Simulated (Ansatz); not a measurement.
The parent structure is AlP in the zinc blende structure (space group F-43m, No. 216).

```yaml
crystal:
  lattice:
    - [0.00000, 2.73521, 2.73521]
    - [2.73521, 0.00000, 2.73521]
    - [2.73521, 2.73521, 0.00000]
  atoms:
    - { symbol: P, position: [0.75000, 0.75000, 0.75000] }
    - { symbol: Al, position: [0.00000, 0.00000, 0.00000] }
```

Level of theory: PBEsol/PAW in Ansatz (a first-principles code), spin-orbit coupling left out.

One change was made to it. Results:

```csv
quantity,base,after
electron mass,"0.77 mₑ along k, 0.24 mₑ across (at X)","2.0 mₑ along k, 2.2 mₑ across (at X)"
band gap,1.45 eV,1.54 eV
volume per atom,20.46 Å³,28.19 Å³
width of the top valence band,2.84 eV,0.77 eV
gap character,"indirect, Γ → X",direct at X
```

Problem. Which change produced these results?
(A) Al → B
(B) P → As
(C) Al → Lu

Solution. C, Al → Lu. For comparison, the band gap in the other runs: Al → B gives 1.11 eV; P → As gives 1.34 eV.

Effective masses come from finite differences of ±0.01 Å⁻¹. Along k means along the line from Γ to the band edge. Whether these cells are dynamically stable was not tested. As relaxed here, LuP is a hypothetical phase, not in the database extracts checked.
